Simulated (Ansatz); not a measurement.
Cubic perovskite CaTiO₃ (cubic high-temperature phase), treated with LDA (plane waves, PAW; Ansatz, a quantum-chemistry and plane-wave program).

Settings: plane-wave cutoff 500 eV, 10×10×10 k mesh, gaussian smearing 0.02 eV, no spin polarisation, scalar-relativistic PAW data made under PBE.

Cell (relaxed at this level):

```cif
data_CaO3Ti
_chemical_formula_sum 'Ca1 Ti1 O3'
_space_group_name_H-M_alt 'P 1'
_space_group_IT_number 1
_cell_length_a 3.80378
_cell_length_b 3.80378
_cell_length_c 3.80378
_cell_angle_alpha 90.000
_cell_angle_beta 90.000
_cell_angle_gamma 90.000
loop_
_space_group_symop_operation_xyz
  'x, y, z'
loop_
_atom_site_label
_atom_site_type_symbol
_atom_site_fract_x
_atom_site_fract_y
_atom_site_fract_z
_atom_site_occupancy
Ca1 Ca 0.50000 0.50000 0.50000 1
Ti1 Ti 0.00000 0.00000 0.00000 1
O1 O 0.00000 0.50000 0.00000 1
O2 O 0.50000 0.00000 0.00000 1
O3 O 0.00000 0.00000 0.50000 1
```

Question: Estimate the band gap that the calculation returns.

Answer: 
- band gap: 1.88 eV (on the SCF k mesh)

Note: the relaxation could not lower the start's symmetry, so the cell can be a saddle point above a distorted one; the volume lies 7 % below that of the published cell.

The result took about 40 core-seconds (a rough figure).
